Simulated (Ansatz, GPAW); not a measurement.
An Ansatz (a first-principles code) input for a self-consistent single point of Si (Fd-3m, 2 atoms in the cell) (DFT, PBE, plane waves, default PAW files):

Ansatz 0.2 input:
```yaml
# Si
crystal:
  lattice:
    - [0.000000, 2.661190, 2.661190]
    - [2.661190, 0.000000, 2.661190]
    - [2.661190, 2.661190, 0.000000]
  atoms:
    - { symbol: Si, position_ang: [0.000000, 0.000000, 0.000000] }
    - { symbol: Si, position_ang: [1.330595, 1.330595, 1.330595] }
kpoints:
  mp_grid: { grid: [7, 7, 7] }
hamiltonian:
  xc: pbe
  pseudopotentials: { kind: paw }
scf:
  occupations: { method: fermi_dirac, width: 0.01 eV }
output:
  forces: true
  eigenvalues: true
  stress: true
```

Write the same calculation as an input for GPAW.

This is the input that was run; spellings and numerical settings could be chosen otherwise.

```python
from ase import Atoms
from ase.units import GPa
from gpaw import GPAW, PW, FermiDirac

atoms = Atoms(['Si', 'Si'],
              cell=[[0.000000, 2.661190, 2.661190],
                    [2.661190, 0.000000, 2.661190],
                    [2.661190, 2.661190, 0.000000]],
              positions=[[0.000000, 0.000000, 0.000000],
                         [1.330595, 1.330595, 1.330595]],
              pbc=True)

calc = GPAW(mode=PW(600),
            xc='PBE',
            kpts=(7, 7, 7),
            occupations=FermiDirac(0.01),
            nbands=-8,
            convergence={'density': 1e-05, 'energy': 1e-05, 'bands': -6},
            symmetry={'symmorphic': False, 'tolerance': 0.0005},
            maxiter=150,
            txt='-')

atoms.calc = calc

energy = atoms.get_potential_energy()
print('Energy (eV):', round(energy, 6))
forces = atoms.get_forces()
print('Forces (eV/Ang):')
print(forces.round(5))
stress = atoms.get_stress()
print('Stress (GPa, Voigt):', (stress / GPa).round(4))
```

Basis settings and potentials, where a program has them, do not carry over. This input uses DFT PBE, plane waves, GPAW PAW datasets PBE (gpaw-data 1.0.1). Both were run: pressure 8.71 GPa in Ansatz and 9.08 in GPAW; gap on the mesh 0.452 eV in Ansatz and 0.451 in GPAW. Ansatz's pressure is the one without its finite-basis correction.

On GPAW: the starting cell has typed, rounded lattice constants, without a prior relaxation at this level. For this run, on top of that: lattice scaled by 0.98. With a pressure of about 9 GPa the cell is away from its equilibrium volume at this level.

On Ansatz: the starting cell has typed, rounded lattice constants, without a prior relaxation at this level. For this run, on top of that: lattice scaled by 0.98. With a pressure of about 9 GPa the cell is away from its equilibrium volume at this level.
